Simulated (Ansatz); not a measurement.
# Effect of isotropic strain +0.50 % on GaSb

Base system: GaSb in the zinc blende structure (space group F-43m, No. 216; a = 6.213 Å).

Modification: an isotropic linear strain of +0.50 %; the atoms relax in the strained cell.

Method: Ansatz (a first-principles code) PBE, without spin-orbit coupling. Γ-centred 13×13×13 mesh, Fermi–Dirac width 0.05 eV.

| quantity | base | changed | shift |
|---|---|---|---|
| volume per atom | 29.99 Å³ | 30.44 Å³ | +0.45 Å³ |
| space group | F-43m (No. 216) | F-43m (No. 216) | – |
| energy relative to the base (free energy F) | 0 meV/atom | +0.9 meV/atom | +0.9 meV/atom |
| pressure | 0.0 GPa | -0.6 GPa | -0.6 GPa |
| band gap | zero | zero | – |

With Sb present, leaving out spin-orbit coupling can change the band edges. No phonon test of stability was made. All final runs are without spin polarisation. The zero or small gap of GaSb can change with the level of theory.
